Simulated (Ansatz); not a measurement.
ScSiCN (model structure, started from the AlSiCN type, P3m1, No. 156, 4 atoms in the cell) was calculated with dielectric-dependent PBEsol hybrid in Ansatz (plane waves, PAW).

Input file:

Ansatz 0.2 input:
```yaml
crystal:
  lattice:
    - [3.294103372, -0.0000002733, 0.0]
    - [-1.6470514493, 2.8527773395, 0.0]
    - [0.0, 0.0, 5.1634961239]
  atoms:
    - { symbol: Sc, position: [0.3333333333, 0.6666666667, 0.5247451006] }
    - { symbol: Si, position: [0.6666666667, 0.3333333333, 0.9949127935] }
    - { symbol: C, position: [0.3333333333, 0.6666666667, 0.0817825601] }
    - { symbol: N, position: [0.6666666667, 0.3333333333, 0.6485495457] }
  host: atoms
basis:
  ecutwfc: 460
  ecutrho_ratio: 4
  xc_grid: 2
kpoints:
  mp_grid: { grid: [9, 9, 6] }
hamiltonian:
  xc:
    exchange: pbesol
    correlation: pbesol
    exx: { coeff: inverse_dielectric }
  dispersion: none
  pseudopotentials: { kind: paw }
scf:
  occupations: { method: fermi_dirac, width: 0.01 }
  convergence: { dr2_threshold: 0.0000000004 }
output:
  forces: true
  stress: true
  eigenvalues: true
```

Task: How many irreducible k-points, plane waves at Γ does the program set up, and what pressure does the run end with?

Result: 62 irreducible k-points, 1087 plane waves at Γ; P = -1.12 GPa, so the cell is stretched on average and its volume would shrink at this level.

Excerpt of the program's output:

```
WARN output.stress: scf.exx.energy_threshold = 1e-6 eV is looser than the 4e-8 eV advised for a stress under a hybrid functional (1e-8 eV for each atom of the …
Crystal: 4 atoms, lattice volume = 48.523 Å³
Basis set: ecut = 460 eV, 1087 PW (Γ), exchange–correlation on 48×48×80 points (8 copies of the dense FFT grid, shifted against one another)
Bands: 16, of which v1, the nominal top of the filled ones, is band 12 counted from 1 (11 counted from 0)
Symmetry: 6 space group operations
Space group: P3m1 (ITA 156), of the structure as read, at distance tolerance 3.6e-5 Å
k-points: 62 of 486 (time reversal used)
SCF iter   1: F=—  HF=-3361.438466 eV  |F-HF|=—  |Δ(HF+E_count)|=         —  Δρ=8.98e-3  dr2=4.48e-2
SCF iter   2: F=—  HF=-3361.425874 eV  |F-HF|=—  |Δ(HF+E_count)|=   1.26e-2  Δρ=2.00e-3  dr2=1.28e-3
  ...
Crystal: 4 atoms, lattice volume = 48.523 Å³
Initial density: handed on by an earlier stage of this run
Functional: x = 0.8742373990858605 pbesol(κ = 0.804, μ = 0.12345679012345678) + 0.12576260091413943 exact, c = pbesol(β = 0.046)
Crystal: 4 atoms, lattice volume = 48.523 Å³
SCF iter   3: F=—  HF=-3369.118767 eV  |F-HF|=—  |Δ(HF+E_count)|=   2.99e-8  Δρ=2.19e-6  dr2=2.02e-9
SCF iter   4: F=-3369.118767 eV  HF=-3369.118767 eV  |F-HF|=3.37e-11  |Δ(HF+E_count)|=  4.97e-10  Δρ=4.74e-7  dr2=8.74e-11
SCF 3 converged in 4 iterations: F = -3369.118767 eV  dr2 = 8.74e-11
Free energy (F): -3369.118767 eV
Internal energy: -3369.118767 eV  (E = F + TS)
E sigma→0 (E₀):  -3369.118767 eV
Fermi energy:    10.414215 eV
--- Forces (eV/Å), atoms counted from 1 ---
  atom   1  Sc     0.00000000    -0.00000000     0.07638448
  atom   2  Si    -0.00000000     0.00000000    -0.15018980
  atom   3  C      0.00000000    -0.00000000     0.02232668
  atom   4  N     -0.00000000     0.00000000     0.05150823
--- Stress (GPa, compression-positive) ---
       -1.059117      -0.000000      -0.000000
        0.000000      -1.059117      -0.000000
       -0.000000      -0.000000      -1.234565
  P = ⅓ Tr σ = -1.1176 GPa (-11.176 kbar)
```

The PAW data were made under PBE.

Note: the relaxation could raise the start's symmetry but not lower it, so the cell can be a saddle point. Note: cell and atoms aren't relaxed at this level (largest force component 0.15 eV/Å, pressure -1.1 GPa).

Computing time: very roughly 9 core-minutes.

A model structure was made by putting elements into a prototype or built by hand; it is no filed structure, need not be a known phase, and can be a saddle point held by its symmetry.

Ansatz is a quantum-chemistry and plane-wave program.
